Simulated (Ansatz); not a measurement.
Partial pair distribution functions of a relaxed model of amorphous Se₆₄, broadened by 0.06 Å; density 4.44 g/cm³. Method: PBE-D3(BJ), scalar-relativistic without spin-orbit coupling, PAW (Ansatz default set, large-core Se) (plane waves to 420 eV; Ansatz, an electronic-structure program).

The cell was made by melting and quenching with the CHGNet potential and then relaxed with DFT. The hot cell started wider than the set density and was brought back towards it in steps. It is the lowest in DFT energy of 4 quenches. It is a model cell: composition and starting density were chosen by hand, and all elements were melted together. The geometry includes D3(BJ) dispersion. Its density started from a set value of 4.43 and ended at 4.44 g/cm³. Cooling (nominally 18 K/ps over its main leg) ran many orders faster than in experiment, which tends to leave more defects and strain. Values belong to this one cell and scatter from quench to quench. Volume and shape were free in the relaxation.

```json
[
 {"r (Å)": "2.15", "g Se-Se": "0.02"},
 {"r (Å)": "2.25", "g Se-Se": "0.77"},
 {"r (Å)": "2.35", "g Se-Se": "3.87"},
 {"r (Å)": "2.45", "g Se-Se": "2.91"},
 {"r (Å)": "2.55", "g Se-Se": "0.50"},
 {"r (Å)": "2.65", "g Se-Se": "0.04"},
 {"r (Å)": "2.75", "g Se-Se": "0.08"},
 {"r (Å)": "2.85", "g Se-Se": "0.23"},
 {"r (Å)": "2.95", "g Se-Se": "0.24"},
 {"r (Å)": "3.05", "g Se-Se": "0.33"},
 {"r (Å)": "3.15", "g Se-Se": "0.72"},
 {"r (Å)": "3.25", "g Se-Se": "1.19"},
 {"r (Å)": "3.35", "g Se-Se": "1.29"},
 {"r (Å)": "3.45", "g Se-Se": "1.12"},
 {"r (Å)": "3.55", "g Se-Se": "1.04"},
 {"r (Å)": "3.65", "g Se-Se": "1.46"},
 {"r (Å)": "3.75", "g Se-Se": "1.77"},
 {"r (Å)": "3.85", "g Se-Se": "1.70"},
 {"r (Å)": "3.95", "g Se-Se": "1.40"},
 {"r (Å)": "4.05", "g Se-Se": "1.07"},
 {"r (Å)": "4.15", "g Se-Se": "1.15"},
 {"r (Å)": "4.25", "g Se-Se": "1.03"},
 {"r (Å)": "4.35", "g Se-Se": "0.84"},
 {"r (Å)": "4.45", "g Se-Se": "0.76"},
 {"r (Å)": "4.55", "g Se-Se": "0.88"},
 {"r (Å)": "4.65", "g Se-Se": "0.78"},
 {"r (Å)": "4.75", "g Se-Se": "0.84"},
 {"r (Å)": "4.85", "g Se-Se": "0.69"},
 {"r (Å)": "4.95", "g Se-Se": "0.83"},
 {"r (Å)": "5.05", "g Se-Se": "0.94"},
 {"r (Å)": "5.15", "g Se-Se": "0.93"},
 {"r (Å)": "5.25", "g Se-Se": "1.04"},
 {"r (Å)": "5.35", "g Se-Se": "1.17"},
 {"r (Å)": "5.45", "g Se-Se": "1.36"},
 {"r (Å)": "5.55", "g Se-Se": "1.31"},
 {"r (Å)": "5.65", "g Se-Se": "1.11"},
 {"r (Å)": "5.75", "g Se-Se": "0.93"},
 {"r (Å)": "5.85", "g Se-Se": "0.91"},
 {"r (Å)": "5.95", "g Se-Se": "0.89"}
]
```

Within 2.66 Å each Se has 1.97 Se neighbours on average.
